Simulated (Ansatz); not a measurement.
Results of LDA in Ansatz (PAW) for Mg₂NbN₃ (C2/c, No. 15, 12 atoms in the cell; start mp-1246788).

Numerical settings: plane-wave cutoff 520 eV, 8×8×8 k mesh, Fermi–Dirac smearing 0.01 eV, no spin polarisation, scalar-relativistic PAW data made under PBE.

Cell (relaxed at this level):

```cif
data_Mg8N12Nb4
_chemical_formula_sum 'Mg8 Nb4 N12'
_space_group_name_H-M_alt 'C2/c'
_space_group_IT_number 15
_space_group_name_Hall '-C 2yc'
_cell_length_a 9.35359
_cell_length_b 6.08818
_cell_length_c 5.63987
_cell_angle_alpha 90.000
_cell_angle_beta 117.585
_cell_angle_gamma 90.000
loop_
_atom_site_label
_atom_site_type_symbol
_atom_site_symmetry_multiplicity
_atom_site_Wyckoff_symbol
_atom_site_fract_x
_atom_site_fract_y
_atom_site_fract_z
_atom_site_occupancy
Mg1 Mg 8 f 0.16487 0.08037 0.07703 1
Nb1 Nb 4 e 0.00000 0.41088 0.25000 1
N1 N 4 e 0.00000 0.09793 0.25000 1
N2 N 8 f 0.15684 0.43019 0.07428 1
```
(The calculation used a cell of 12 atoms; values per cell refer to that cell.)

**Question.** What does this level give for the band gap and Γ–Γ gap?

**Answer.** 
- band gap: 1.32 eV (on the SCF k mesh)
- Γ–Γ gap: 2.10 eV

Note: the relaxation could not lower the start's symmetry, so the cell can be a saddle point above a distorted one.

Spin–orbit coupling is not included.

The computed numbers hold no vibrational or temperature effects.

A start named mp-… is a Materials Project structure, which need not be a measured phase.

Ansatz is a quantum-chemistry and plane-wave program.
